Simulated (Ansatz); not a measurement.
Response to strain in BAs

The parent structure is BAs in the zinc blende structure (space group F-43m, No. 216).

```
CELL_PARAMETERS angstrom
      0.00000     2.39196     2.39196
      2.39196     0.00000     2.39196
      2.39196     2.39196     0.00000
ATOMIC_POSITIONS crystal
  As 0.25000 0.25000 0.25000
  B  0.00000 0.00000 0.00000
```

Cartesian axes are those of the cell as printed.

Strains are applied to the cell and any free atomic positions relax; under biaxial strain the out-of-plane vector relaxes too; under stress the whole cell relaxes.

Method: Ansatz (a first-principles code) r2SCAN, scalar-relativistic without spin-orbit coupling.

Notes on the quantities. pressure: mean of the normal stresses, compression positive.

```json
[
 {"case": "base", "volume per atom": "13.69 Å³", "pressure": "0.00 GPa", "band gap": "1.38 eV"},
 {"case": "biaxial strain −2.40 %, plane normal [001], relaxed out of plane", "volume per atom": "13.18 Å³", "pressure": "5.71 GPa", "band gap": "1.05 eV"},
 {"case": "biaxial strain +2.27 %, plane normal [110], relaxed out of plane", "volume per atom": "14.24 Å³", "pressure": "-5.11 GPa", "band gap": "1.22 eV"},
 {"case": "biaxial strain +2.68 %, plane normal [111], relaxed out of plane", "volume per atom": "14.35 Å³", "pressure": "-5.98 GPa", "band gap": "1.27 eV"},
 {"case": "uniaxial strain ε_xx = +1.28 %", "volume per atom": "13.86 Å³", "pressure": "-1.75 GPa", "band gap": "1.29 eV"},
 {"case": "uniaxial strain ε_xx = +2.63 %", "volume per atom": "14.05 Å³", "pressure": "-3.47 GPa", "band gap": "1.20 eV"},
 {"case": "tensor shear ε_xy = −0.66 %", "volume per atom": "13.68 Å³", "pressure": "0.02 GPa", "band gap": "1.31 eV"},
 {"case": "tensor shear ε_yz = +0.55 %", "volume per atom": "13.69 Å³", "pressure": "0.01 GPa", "band gap": "1.32 eV"},
 {"case": "uniaxial stress, 2 GPa tension along z", "volume per atom": "13.75 Å³", "pressure": "–", "band gap": "1.31 eV"},
 {"case": "uniaxial stress, 8 GPa compression along x", "volume per atom": "…", "pressure": "–", "band gap": "…"}
]
```

Problem. What belongs in the blanks?

Solution. 
- uniaxial stress, 8 GPa compression along x, volume per atom: 13.44 Å³
- uniaxial stress, 8 GPa compression along x, band gap: 0.77 eV

A biaxial case was relaxed in a doubled cell and then solved in the primitive one. Stability under load was not tested beyond the relaxation.
